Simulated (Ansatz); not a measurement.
The reference is FeCo in the CsCl type structure (space group Pm-3m, No. 221; a = 2.8001 Å; ferromagnetic).

Method: Ansatz (a first-principles code) PBEsol, no SOC, earlier PAW set.

Before the change:

The lattice parameter a is 2.800 Å.

One thing is altered: a negative pressure, −1 GPa.

### Question
How does this affect the lattice parameter a?

### Answer
The lattice parameter a increases by 0.004 Å (2.800 Å → 2.804 Å).

The magnetic state is the one reached from the starting moments; the real material's order can differ, and small cells can't hold many antiferromagnetic ones. Load acts through the strain it causes; cell and atoms are relaxed under it. No phonon test of stability was made.
